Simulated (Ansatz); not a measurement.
The reference is Al3BC (space group P6_3/mmc, No. 194; a = 3.4851 Å, c = 11.4992 Å; a cell from a computed database, its experimental status unchecked).

Computed with Ansatz (an electronic-structure program) PBEsol, no spin-orbit coupling.

Base values:

* **Band gap**: 0.39 eV
* **Smallest direct gap**: 1.61 eV
* **Shortest interatomic distance**: 2.004 Å

Now apply this change: cell and atoms relaxed at a pressure of 5 GPa.

**Question.** Estimate the effect on the band gap.

**Answer.** The band gap increases by 0.01 eV, from 0.39 eV to 0.40 eV.

**Question.** How does this affect the smallest direct gap?

**Answer.** The smallest direct gap goes up by 0.11 eV to 1.72 eV.

**Question.** How does this affect the shortest interatomic distance?

**Answer.** The shortest interatomic distance decreases by 0.023 Å (2.004 Å → 1.981 Å).

Load acts through the strain it causes; cell and atoms are relaxed under it. Whether these cells are dynamically stable was not tested. No other phases were tried under pressure.
